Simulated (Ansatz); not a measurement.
**BP (model structure, started from the BeO type, P4₂/mnm, No. 136, 8 atoms in the cell)**

The numbers are results of PBEsol (PAW; Ansatz, a first-principles code), not measurements.

Run with plane-wave cutoff 520 eV, 6×6×10 k mesh (along the axes of the cell as run), Fermi–Dirac smearing 0.01 eV, scalar-relativistic PAW data made under PBE.

Cell (relaxed at this level):

Space group P4₂/mnm (No. 136); a = b = 5.532 Å, c = 3.187 Å, α = β = γ = 90.00°

| atom | site | symmetry | x | y | z |
|---|---|---|---|---|---|
| B | 4g | m.2m | 0.1784 | 0.1784 | 0.5000 |
| P | 4f | m.2m | 0.3193 | 0.3193 | 0.0000 |

| Item | Result |
|---|---|
| band gap | 0.26 eV (indirect) |
| smallest direct gap on the k points sampled | 1.21 eV |

Note: the relaxation could raise the start's symmetry but not lower it, so the cell can be a saddle point.

Static lattice: no zero-point or thermal effects.

A model structure was made by putting elements into a prototype or built by hand; it is no filed structure, need not be a known phase, and can be a saddle point held by its symmetry.
